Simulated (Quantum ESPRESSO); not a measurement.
Worked example: self-consistent single point of NaSbF6 (Fm-3m, 8 atoms in the cell) in Quantum ESPRESSO.

Computed with LDA (PZ), spin-orbit coupling, PseudoDojo fully relativistic norm-conserving (PBE) pseudopotentials (plane waves; Quantum ESPRESSO).

```yaml
crystal:
  lattice:
    - [0.00000, 4.10773, 4.10773]
    - [4.10773, 0.00000, 4.10773]
    - [4.10773, 4.10773, 0.00000]
  atoms:
    - { symbol: Na, position: [0.50000, 0.50000, 0.50000] }
    - { symbol: Sb, position: [0.00000, 0.00000, 0.00000] }
    - { symbol: F, position: [0.77128, 0.77128, 0.22872] }
    - { symbol: F, position: [0.22872, 0.22872, 0.77128] }
    - { symbol: F, position: [0.22872, 0.77128, 0.77128] }
    - { symbol: F, position: [0.77128, 0.22872, 0.22872] }
    - { symbol: F, position: [0.77128, 0.22872, 0.77128] }
    - { symbol: F, position: [0.22872, 0.77128, 0.22872] }
```

Reference input (self-consistent single point, DFT, LDA (PZ), plane waves, GBRV 1.5 ultrasoft (LDA) pseudopotentials): ecutwfc = 40 Ry; ecutrho = 200 Ry; occupations = smearing; smearing = fermi-dirac; degauss = 0.000734986 Ry; potentials = {Na: na_lda_v1.5.uspp.F.UPF, Sb: sb_lda_v1.4.uspp.F.UPF, F: f_lda_v1.4.uspp.F.UPF}; K_POINTS = automatic 5 5 5 0 0 0; conv_thr = 1e-09 Ry. This run's input differs from it in these lines:

```diff
@@ -13,4 +13,3 @@
  ntyp = 3
- ecutwfc = 40
- ecutrho = 200
+ ecutwfc = 90
  occupations = 'smearing'
@@ -18,2 +17,5 @@
  degauss = 0.000734986
+ noncolin = .true.
+ lspinorb = .true.
+ input_dft = 'pz'
 /
@@ -23,5 +25,5 @@
 ATOMIC_SPECIES
-Na    22.9898  na_lda_v1.5.uspp.F.UPF
-Sb   121.7600  sb_lda_v1.4.uspp.F.UPF
-F     18.9984  f_lda_v1.4.uspp.F.UPF
+Na    22.9898  Na.upf
+Sb   121.7600  Sb.upf
+F     18.9984  F.upf
 CELL_PARAMETERS angstrom
```

Output (repeated stretches shortened):

```
     Self-consistent Calculation

     iteration #  1     ecut=    90.00 Ry     beta= 0.70

---- Real-time Memory Report at c_bands before calling an iterative solver
           580 MiB given to the printing process from OS
           559 MiB allocation reported by mallinfo(arena+hblkhd)
------------------

     total energy              =    -566.79677924 Ry
     estimated scf accuracy    <       0.73593805 Ry

     iteration #  2     ecut=    90.00 Ry     beta= 0.70

---- Real-time Memory Report at c_bands before calling an iterative solver
           699 MiB given to the printing process from OS
   [... lines left out ...]

---- Real-time Memory Report at c_bands before calling an iterative solver
           830 MiB given to the printing process from OS
           770 MiB allocation reported by mallinfo(arena+hblkhd)
------------------

     total energy              =    -567.12272774 Ry
     estimated scf accuracy    <          5.7E-09 Ry

     iteration #  9     ecut=    90.00 Ry     beta= 0.70

---- Real-time Memory Report at c_bands before calling an iterative solver
           843 MiB given to the printing process from OS
           784 MiB allocation reported by mallinfo(arena+hblkhd)
------------------
     End of self-consistent calculation

   [... 7 lines left out ...]

   [... 7 lines left out ...]

   [... 7 lines left out ...]

   [... 7 lines left out ...]

     the Fermi energy is     1.3642 ev

!    total energy              =    -567.12272774 Ry
     estimated scf accuracy    <          1.5E-11 Ry
     smearing contrib. (-TS)   =       0.00000000 Ry
     internal energy E=F+TS    =    -567.12272774 Ry

     convergence has been achieved in   9 iterations

     Forces acting on atoms (cartesian axes, Ry/au):

     atom    1 type  1   force =     0.00000000    0.00000000    0.00000000
     atom    2 type  2   force =     0.00000000    0.00000000    0.00000000
     atom    3 type  3   force =     0.00000000   -0.00000000   -0.01632553
     atom    4 type  3   force =     0.00000000    0.00000000    0.01632553
   [... lines left out ...]

     Total force =     0.039989     Total SCF correction =     0.000003

          total   stress  (Ry/bohr**3)                   (kbar)     P=       12.63
   0.00008587  -0.00000000  -0.00000000           12.63       -0.00       -0.00
  -0.00000000   0.00008587   0.00000000           -0.00       12.63        0.00
  -0.00000000   0.00000000   0.00008587           -0.00        0.00       12.63

   JOB DONE.
```

The run converged in 9 iterations. Against the reference run the pressure hardly changes (1.21 to 1.26 GPa), the largest force goes from 0.463 to 0.420 eV/Å and the gap on the mesh goes from 5.252 to 5.192 eV. The full log also holds: “c_bands:  2 eigenvalues not converged”.

The starting cell comes from a database of computed structures (which also holds hypothetical and non-ambient phases and stackings), without a prior relaxation at this level. Its lattice was rescaled by a random factor within 2.5 % of one.

Cost on one core of a shared machine: roughly 7 min.
